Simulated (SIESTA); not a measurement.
A working SIESTA input for Cs₃Hg (Pm-3m, 4 atoms in the cell) (DFT, GGA PBEsol, numerical atomic orbitals DZP, PseudoDojo PBEsol standard norm-conserving potentials (rewritten from UPF to PSML)):

```
# files in the folder: Cs.psml Hg.psml (PseudoDojo PBEsol standard)
SystemName  Cs3Hg
SystemLabel siesta

NumberOfAtoms                4
NumberOfSpecies              2
%block ChemicalSpeciesLabel
  1 55 Cs
  2 80 Hg
%endblock ChemicalSpeciesLabel
LatticeConstant              6.741482 Ang
%block LatticeVectors
     1.000000000    0.000000000    0.000000000
     0.000000000    1.000000000    0.000000000
     0.000000000    0.000000000    1.000000000
%endblock LatticeVectors
AtomicCoordinatesFormat      Ang
%block AtomicCoordinatesAndAtomicSpecies
     0.000000000    3.370741000    3.370741000  1
     3.370741000    0.000000000    3.370741000  1
     3.370741000    3.370741000    0.000000000  1
     0.000000000    0.000000000    0.000000000  2
%endblock AtomicCoordinatesAndAtomicSpecies

XC.functional                GGA
XC.authors                   PBEsol
PAO.BasisSize                DZP
PAO.EnergyShift              0.01 Ry
MeshCutoff                   350 Ry
%block kgrid.MonkhorstPack
    4   0   0  0.0
    0   4   0  0.0
    0   0   4  0.0
%endblock kgrid.MonkhorstPack
OccupationFunction           FD
ElectronicTemperature        1160.45 K

MaxSCFIterations             150
SCF.Mixer.Method             Broyden
SCF.Mixer.Weight             0.1
SCF.Mixer.History            8
SCF.DM.Tolerance             1.0E-04
Diag.ParallelOverK           true
WriteForces                  true
Charge.Mulliken              end
```

The run converged in 13 iterations: free energy E − TS -6433.7585 eV; Fermi level (on the code's own zero) -1.95 eV; pressure 0.16 GPa. Each of these slips is then made, one at a time:

(1)
```diff
+Spin                         spin-orbit
+%block DM.InitSpin
+  1 0.00 0.00 0.00
+  2 0.00 0.00 0.00
+  3 0.00 0.00 0.00
+  4 0.00 0.00 0.00
+%endblock DM.InitSpin
```

(2)
```diff
+PAO.SplitNorm                0.001
+PAO.SplitTailNorm            false
```

(3)
```diff
-MaxSCFIterations             150
+MaxSCFIterations             3
+SCF.MustConverge             false
```

Q: How does each altered input end?

A: 
(1) Spin-orbit coupling with scalar-relativistic potentials. The program stopped before any SCF iteration.

(2) A split norm that is too small. The run converged in 33 iterations without an error; against the sound input the free energy rises by 324 meV/atom and the pressure goes from 0.16 to -0.43 GPa. The full log also holds: “* WARNING: effective split_norm is quite small. Orbitals will be very similar.”.

(3) An iteration limit that is too low, with the stop on failure switched off. The run ended unconverged after 3 iterations.

The starting cell comes from a database of computed structures (which also holds hypothetical and non-ambient phases and stackings), without a prior relaxation at this level. Its lattice was rescaled by a random factor within 2.5 % of one. Values carry the incompleteness of an atom-centred basis.

Left out of this page: 4 runs of the series outside the window shown, repeating another row's setting, or not comparable.
